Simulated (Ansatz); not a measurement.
Base system: Rh2O3 in the Bi2Te3 type structure (space group R-3m, No. 166; a = 2.974 Å, c = 20.921 Å (hexagonal axes); a hypothetical phase, not in the database extracts checked; layered, stacked along the Cartesian z axis).

Method: r2SCAN+rVV10 (Ansatz, a program for electronic structure; PAW; 500 eV plane waves; spin-orbit coupling left out).

Base values:

Valence-band top at Γ: 0.00, -1.25, -2.10 eV
Band gap: 0.26 eV

One thing is altered: a free-standing slab of 2 layers (10 atoms, 5 a layer) is cut normal to the stacking axis, with 15 Å of vacuum and the in-plane cell relaxed.

Task: Predict the new thickness between the outermost nuclei, valence-band top at Γ, band gap and excess energy per area of both faces.

Result: The thickness between the outermost nuclei amounts to 11.76 Å; the valence-band top at Γ (three highest levels, from the VBM) changes from 0.00, -1.25, -2.10 eV to 0.00, -0.24, -0.79 eV; the band gap rises by 0.15 eV (0.26 eV → 0.41 eV); the excess energy per area of both faces (slab less bulk energy over the cell's area: twice a surface energy) amounts to 0.53 J/m².

Slab and bulk use different k-meshes, which limits the precision of the excess energy. Stability against distortions was not tested. The zero or small gap of Rh2O3 can change with the level of theory.
